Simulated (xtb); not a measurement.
xtb 6.7.1, GFN2-xTB: Si(OMe)2(OiPr)2 (CO[Si](OC)(OC(C)C)OC(C)C), 33 atoms. The geometry is a generated start, not checked to be a minimum at this level.

- run flags = --grad
- method = GFN2-xTB
- --acc = 1 (default)
- --etemp (K) = 300 (default)
- basis functions = 78
- valence electrons = 80

One run each on 1 thread. Values of broydamp tried: 0.02, 0.05, 0.1, 0.2, 0.4 (default), 0.6, 0.8, 1.

How does the count of SCC iterations change with broydamp, and where is it least?

Fewest SCC iterations, within one of each other: 0.4 (default) with 11, 0.6 with 12, 0.8 with 12, 1 with 12. The count rises to 21 at 0.02. All converge to one solution.

```tsv
broydamp	SCC iterations	end
0.02	21	same solution
0.05	19	same solution
0.1	16	same solution
0.2	15	same solution
0.4 (default)	11	same solution
0.6	12	same solution
0.8	12	same solution
1	12	same solution
```
